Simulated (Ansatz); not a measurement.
Results of PBEsol (PAW; Ansatz, a program for electronic structure) for As₂O₃ (Fd-3m, No. 227).

Numerical settings: plane-wave cutoff 520 eV, 6×6×6 k mesh, perturbation theory, scalar-relativistic PAW data made under PBE.

Cell (relaxed at this level):

As2O3 is modelled in the cubic space group Fd-3m, origin choice 1 (No. 227), Pearson symbol cF80. Lattice parameters: a = 11.0606 Å, b = 11.0606 Å, c = 11.0606 Å, α = 90.00°, β = 90.00°, γ = 90.00°. As on 32e has 3 O at 1.813 Å (trigonal pyramidal). O on 48f has 2 As at 1.813 Å (bent). (Neighbours: up to the widest gap in distance over summed covalent radii, below 1.35, at either atom.)
(The calculation used a cell of 20 atoms; values per cell refer to that cell.)

**Question.** What does this level give for the high-frequency dielectric constant and static dielectric constant?

**Answer.** 
high-frequency dielectric constant: 3.31
static dielectric constant: 5.03

Note: the relaxation could not lower the start's symmetry, so the cell can be a saddle point above a distorted one.

It cost around 3 core-hours (rough) of CPU time.
